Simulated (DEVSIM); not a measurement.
Device: abrupt Si p-n junction, at 400 K.

| layer (left to right) | material | thickness (μm) | Nd (cm⁻³) | Na (cm⁻³) | τn (s) | τp (s) |
|---|---|---|---|---|---|---|
| 1 | Si | 0.390 | - | 1.8e19 | 0.00078 | 0.00078 |
| 2 | Si | 7.60 | 2.1e17 | - | 0.00078 | 0.00078 |

Left contact: ohmic. Right contact: ohmic. Voltage is applied to the left contact. Recombination: SRH at mid-gap, radiative. Mobility is constant in doping.

The device is made up for the run: typed textbook-type constants, with dimensions and the other settings drawn at random. Values at 300 K; Nc and Nv go as T^1.5, mobilities as T to minus their exponent, the gap by Varshni's rule with the affinity fixed.

```tsv
parameter	Si
gap (eV)	1.124
affinity (eV)	4.05
permittivity	11.7
Nc (cm⁻³)	2.86e19
Nv (cm⁻³)	3.1e19
μn (cm²/Vs)	1417
μp (cm²/Vs)	470
T exponent of μn	2.3
T exponent of μp	2.2
B (cm³/s)	4.7e-15
Varshni α (eV/K)	0.000473
Varshni β (K)	636
```

DEVSIM, 1D drift-diffusion, Boltzmann statistics, complete ionisation; no tunnelling, impact ionisation, image-force lowering or self-heating.

Task: Tabulate band edges, carrier densities and field at zero bias.

Result: Energies count from the Fermi level of the right contact; mesh points crowd at the junctions.

| x (μm) | Ec (eV) | Ev (eV) | n (cm⁻³) | p (cm⁻³) | field (V/cm) |
|---|---|---|---|---|---|
| 0.000 | 1.063 | -0.034 | 1800000 | 1.8e19 | ≈ 0 |
| 0.02119 | 1.063 | -0.034 | 1800000 | 1.8e19 | ≈ 0 |
| 0.05870 | 1.063 | -0.034 | 1800000 | 1.8e19 | ≈ 0 |
| 0.1251 | 1.063 | -0.034 | 1800000 | 1.8e19 | ≈ 0 |
| 0.2618 | 1.063 | -0.034 | 1800000 | 1.8e19 | ≈ 0 |
| 0.3295 | 1.063 | -0.034 | 1800000 | 1.8e19 | ≈ 0 |
| 0.3678 | 1.063 | -0.034 | 1800000 | 1.8e19 | ≈ 0 |
| 0.3954 | 0.881 | -0.215 | 3.4e8 | 9.3e16 | -210000 |
| 0.4225 | 0.439 | -0.657 | 1.3e14 | 2.5e11 | -120000 |
| 0.4742 | 0.190 | -0.907 | 1.8e17 | 1.8e8 | -5100 |
| 0.5732 | 0.184 | -0.912 | 2.1e17 | 1.5e8 | ≈ 0 |
| 0.8517 | 0.184 | -0.912 | 2.1e17 | 1.5e8 | ≈ 0 |
| 1.296 | 0.184 | -0.912 | 2.1e17 | 1.5e8 | ≈ 0 |
| 2.145 | 0.184 | -0.912 | 2.1e17 | 1.5e8 | ≈ 0 |
| 4.488 | 0.184 | -0.912 | 2.1e17 | 1.5e8 | ≈ 0 |
| 6.171 | 0.184 | -0.912 | 2.1e17 | 1.5e8 | ≈ 0 |
| 7.051 | 0.184 | -0.912 | 2.1e17 | 1.5e8 | ≈ 0 |
| 7.511 | 0.184 | -0.912 | 2.1e17 | 1.5e8 | ≈ 0 |
| 7.808 | 0.184 | -0.912 | 2.1e17 | 1.5e8 | ≈ 0 |
| 7.906 | 0.184 | -0.912 | 2.1e17 | 1.5e8 | ≈ 0 |
| 7.958 | 0.184 | -0.912 | 2.1e17 | 1.5e8 | ≈ 0 |
| 7.990 | 0.184 | -0.912 | 2.1e17 | 1.5e8 | ≈ 0 |
